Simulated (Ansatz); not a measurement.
TiO₂, treated with PBEsol in Ansatz (plane waves, PAW).

Numerical settings: plane-wave cutoff 520 eV, 10×8×10 k mesh (along the axes of the cell as run), Fermi–Dirac smearing 0.03 eV, no spin polarisation, scalar-relativistic PAW data made under PBE.

Starting structure:

```
TiO2
1.0
    4.54535     0.00000     0.00000
    0.00000     5.51962     0.00000
    0.00000     0.00000     4.90920
Ti O
4 8
Direct
  0.50000   0.67299   0.75000
  0.50000   0.32701   0.25000
  0.00000   0.82701   0.25000
  0.00000   0.17299   0.75000
  0.72855   0.61828   0.08135
  0.27145   0.38172   0.91865
  0.77145   0.88172   0.58135
  0.22855   0.11828   0.41865
  0.22855   0.88172   0.91865
  0.77145   0.11828   0.08135
  0.27145   0.61828   0.41865
  0.72855   0.38172   0.58135
```

Q: Into what structure does the relaxation of cell and atoms lead at this level, with the symmetry of the start kept?

A: The volume decreases by 1.2 %; final space group Pbcn.
```
TiO2
1.0
    4.53780     0.00000     0.00000
    0.00000     5.49479     0.00000
    0.00000     0.00000     4.87892
Ti O
4 8
Direct
  0.50000   0.67516   0.75000
  0.50000   0.32484   0.25000
  0.00000   0.82484   0.25000
  0.00000   0.17516   0.75000
  0.72844   0.61820   0.08120
  0.27156   0.38180   0.91880
  0.77156   0.88180   0.58120
  0.22844   0.11820   0.41880
  0.22844   0.88180   0.91880
  0.77156   0.11820   0.08120
  0.27156   0.61820   0.41880
  0.72844   0.38180   0.58120
```

Note: the relaxation could not lower the start's symmetry, so the cell can be a saddle point above a distorted one.

Ansatz is an electronic-structure program.
